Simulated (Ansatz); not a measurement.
Mg: pressure series

Consider Mg in the bcc (W type) structure (space group Im-3m, No. 229; a = 3.5587 Å; a cell from a computed database, its experimental status unchecked).

Cell and atoms are relaxed at each pressure.

Level of theory: Ansatz (an electronic-structure program) r2SCAN, no spin-orbit coupling.

| P (GPa) | V (Å³/atom) |
|---|---|
| -1.99 | 23.853 |
| -0.99 | 23.143 |
| 0.30 | 22.358 |
| 0.70 | 22.139 |
| 1.50 | 21.730 |
| 3.00 | 21.051 |
| 4.99 | 20.283 |
| 7.50 | 19.469 |
| 10.00 | 18.785 |

Task: Fit a third-order Birch–Murnaghan equation of state.

Result: Least squares on P(V) = (3B₀/2)[(V₀/V)^(7/3) − (V₀/V)^(5/3)]·[1 + (3/4)(B₀′ − 4)((V₀/V)^(2/3) − 1)] gives V₀ = 22.53 Å³/atom, B₀ = 39 GPa and B₀′ = 3.8.

Load acts through the strain it causes; cell and atoms are relaxed under it. Stability against distortions was not tested. No other phases were tried under pressure. This is not the structure that Mg has at room temperature and ambient pressure.
